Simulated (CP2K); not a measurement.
A self-consistent single point of As (R-3m, 2 atoms in the cell) with CP2K.

Method of the run: PBEsol, GPW, DZVP-MOLOPT-PBE-GTH basis, GTH-PBE potentials (POTENTIAL_UZH) (CP2K).

```yaml
crystal:
  lattice:
    - [4.13273, 0.00000, 0.00000]
    - [2.42229, 3.34843, 0.00000]
    - [2.42229, 1.23735, 3.11142]
  atoms:
    - { symbol: As, position: [0.22700, 0.22700, 0.22700] }
    - { symbol: As, position: [0.77300, 0.77300, 0.77300] }
```

Reference input (self-consistent single point, DFT PBE, GPW, DZVP-MOLOPT-PBE-GTH basis, GTH-PBE potentials (POTENTIAL_UZH)): CUTOFF = 400 Ry; REL_CUTOFF = 50 Ry; SMEAR/METHOD = FERMI_DIRAC; ELECTRONIC_TEMPERATURE = 580.23 K; KPOINTS/SCHEME = MONKHORST-PACK 7 7 7; XC_FUNCTIONAL = PBE; As/BASIS_SET = DZVP-MOLOPT-PBE-GTH-q5; As/POTENTIAL = GTH-PBE-q5; METHOD = GPW; EPS_DEFAULT = 1e-10; NGRIDS = 5; SCF_GUESS = ATOMIC. This run's input differs from it in these lines:

```diff
@@ -43,3 +43,6 @@
     &XC
-      &XC_FUNCTIONAL PBE
+      &XC_FUNCTIONAL
+        &PBE
+          PARAMETRIZATION PBESOL
+        &END PBE
       &END XC_FUNCTIONAL
```

Output (repeated stretches shortened):

```
 SCF WAVEFUNCTION OPTIMIZATION

  Step     Update method      Time    Convergence         Total energy    Change
     1 NoMix/Diag. 0.30E+00      -     0.52863691       -12.7245230081 -1.27E+01
     2 Broy./Diag. 0.30E+00      -     0.00247961       -12.6448973865  7.96E-02
     3 Broy./Diag. 0.30E+00      -     0.00935957       -12.5854889097  5.94E-02
     4 Broy./Diag. 0.30E+00      -     0.00166566       -12.5874998397 -2.01E-03
     5 Broy./Diag. 0.30E+00      -     0.00411805       -12.5889404481 -1.44E-03
     6 Broy./Diag. 0.30E+00      -     0.00064083       -12.5937146200 -4.77E-03
   [... 5 lines left out ...]
    12 Broy./Diag. 0.30E+00      -     0.00000286       -12.5968143253  1.78E-05
    13 Broy./Diag. 0.30E+00      -     0.00000016       -12.5968103958  3.93E-06
    14 Broy./Diag. 0.30E+00      -     0.00000029       -12.5968091234  1.27E-06
    15 Broy./Diag. 0.30E+00      -     0.00000004       -12.5968089882  1.35E-07
  *** SCF run converged in    15 steps ***

  Overlap energy of the core charge distribution:               0.00000000165542
  Self energy of the core charge distribution:                -27.09432257439899
  Core Hamiltonian energy:                                      6.07112588086309
  Hartree energy:                                              11.55599103251021
  Exchange-correlation energy:                                 -3.12951350305029
  Electronic entropic energy:                                  -0.00008982576906
  Fermi energy:                                                 0.22427145541782

  Total energy:                                               -12.59680898819179
  Total energy (extrapolated to T->0):                        -12.59676407530726

   [... lines left out ...]

 STRESS| Analytical stress tensor [bar]
 STRESS|                        x                   y                   z
 STRESS|      x        1.39968106284E+04  -7.25943888884E+03  -4.92522886920E+03
 STRESS|      y       -7.25943888884E+03   2.44990504821E+04  -2.51591253619E+03
 STRESS|      z       -4.92522886920E+03  -2.51591253619E+03   2.65006281557E+04
 STRESS| 1/3 Trace                                             2.16654964221E+04
```

The run converged in 15 iterations. Against the reference run the pressure goes from 3.91 to 2.17 GPa and the largest force goes from 0.285 to 0.403 eV/Å.

The starting cell has typed, rounded lattice constants, without a prior relaxation at this level. Values carry the incompleteness of an atom-centred basis. The potentials were made for another functional than the one used.
